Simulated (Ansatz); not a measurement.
**KBr: band gap against strain**

KBr (rock salt, Fm-3m, 35.111 Å³/atom at rest) under an equal strain ε in the (001) plane with the normal axis free, as in a coherent film. PBEsol in Ansatz, a plane-wave DFT program (PAW, default set), 420 eV, 9×9×9 Γ-centred mesh, Fermi-Dirac smearing 0.05 eV; ions are relaxed within the symmetry of each cell. Gaps are the smallest over the k-mesh and a band path, without spin-orbit coupling; in all rows the valence edge lies at Γ and the conduction edge at Γ.

Here s stands for strain and Eg for gap.

```
strain (%)  gap (eV)
----------  --------
0.00           4.339
0.50           4.314
1.00           4.291
1.50           4.268
3.00               ?
```

Task: Fit Eg against s with a straight line, and predict the withheld value at s = 3.00.

Result: Means: s 0.75000, Eg 4.3030. About the means, the sum of products is -0.059000 and the sum of squares of s is 1.2500; the slope is their ratio. Least squares gives Eg = 4.3384 - 0.04720·s. Residuals (row less fit): 0.0006, -0.0008, -0.0002, 0.0004; standard error 0.0008 (degrees of freedom: 2). Over these rows the gap moves by -4.7 ± 0.07 eV per unit strain. At the withheld row, Eg = 4.3384 - 0.04720 × 3.0 = 4.1968 eV. The calculation gives 4.204 eV, 0.0072 eV above the prediction (5.3 % of the range of Eg in the table). The row lies outside the fitted rows, so this is an extrapolation. From the scatter of the fitted rows alone, a prediction at this place has a standard error of 0.0018 eV, so the miss is 4.0 times that.

One order more, fitted to all 7 runs of the series, follows each within 0.001, so the miss is the next term of a smooth law. Spin-orbit coupling is left out, which can shift this property for KBr. Rows are the converged runs of the series near zero and its far end; series whose fitted rows scatter by over a few per cent of the range, as at a crossing or softening among them, aren't shown in this form. Most that stay on the fit to the last digits aren't either.
